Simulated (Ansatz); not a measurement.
Pressure series in NbAgO3

Consider NbAgO₃ in the cubic perovskite structure (space group Pm-3m, No. 221; a = 3.9502 Å; a cell from a computed database, its experimental status unchecked).

Cell and atoms are relaxed at each pressure.

Method: Kohn–Sham DFT with the PBEsol functional, run in Ansatz (a program for electronic structure) with PAW and 420 eV plane waves, no spin-orbit coupling, earlier PAW set.

```
pressure (GPa)  volume per atom (Å³/atom)
--------------  -------------------------
-2                                 12.449
-1                                 12.388
0                                  12.328
0.3                                12.311
1.5                                12.242
3                                  12.157
5                                       ?
7.5                                11.924
10                                 11.804
```

Fit the third-order Birch–Murnaghan form P(V) = (3B₀/2)[(V₀/V)^(7/3) − (V₀/V)^(5/3)]·[1 + (3/4)(B₀′ − 4)((V₀/V)^(2/3) − 1)] (squares taken in P) to the rows shown and predict the withheld row.

Least squares on the printed values gives V₀ = 12.328 Å³/atom, B₀ = 209 GPa, B₀′ = 4.4; this predicts 12.051 Å³/atom, and the run gives 12.051 Å³/atom, in agreement.

Load acts through the strain it causes; cell and atoms are relaxed under it. Stability against distortions was not tested. Competing high-pressure phases were not computed. Many cubic perovskites are stable only at high temperature; tilts and polar distortions were not tested.
